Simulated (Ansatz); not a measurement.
Base system: W5Si3 (space group I4/mcm, No. 140; a cell from a computed database, its experimental status unchecked).

```xyz
16
Lattice="-4.7980 4.7980 2.4649 4.7980 -4.7980 2.4649 4.7980 4.7980 -2.4649" Properties=species:S:1:pos:R:3 pbc="T T T"
Si     0.0000     0.0000     3.6973
Si     0.0000     0.0000     1.2324
Si     3.1846     1.6134     0.0000
Si     1.6134     3.1846     2.4649
Si     3.1846    -1.6134     2.4649
Si     1.6134     6.4114     0.0000
W      4.0765     2.6477     2.4649
W      0.7215     2.1503     0.0000
W     -2.6477     4.0765     2.4649
W      7.4457     0.7215     0.0000
W     -0.7215     2.1503     2.4649
W      5.5195     2.6477     0.0000
W      2.1503     0.7215     2.4649
W      2.6477     4.0765     0.0000
W      0.0000     4.7980     1.2324
W      4.7980     0.0000     1.2324
```

Cartesian axes are those of the cell as printed.

The values are results of Kohn–Sham DFT with the PBEsol functional, run in Ansatz (a program for electronic structure) with PAW and 420 eV plane waves, spin-orbit coupling left out, not measurements.

Before the change:

| Property | Result |
|---|---|
| Volume per atom | 14.19 Å³ |
| Pressure | 0.0 GPa |
| Band gap | zero |

Now apply this change: tensile biaxial strain of 0.73 % in the plane normal to [001], as in epitaxy on a mismatched substrate; the out-of-plane cell vector and the atoms relax.

Q: Estimate the effect on the energy relative to the base.

A: The energy goes up by 2.6 meV/atom.

Q: Estimate the effect on the volume per atom.

A: The volume per atom increases by 0.117 Å³ to 14.30 Å³.

Q: How does this affect the pressure?

A: The pressure (mean of the normal stresses, compression positive) goes from zero to -2.5 GPa.

Q: How does this affect the band gap?

A: The band gap stays zero.

A biaxial case was relaxed in a doubled cell and then solved in the primitive one. Without a gap, meshes like the base's 9×9×9 leave anisotropic stresses uncertain by several tenths of a GPa, and small strain energies with them. No phonon test of stability was made. The final runs are not spin-polarised.
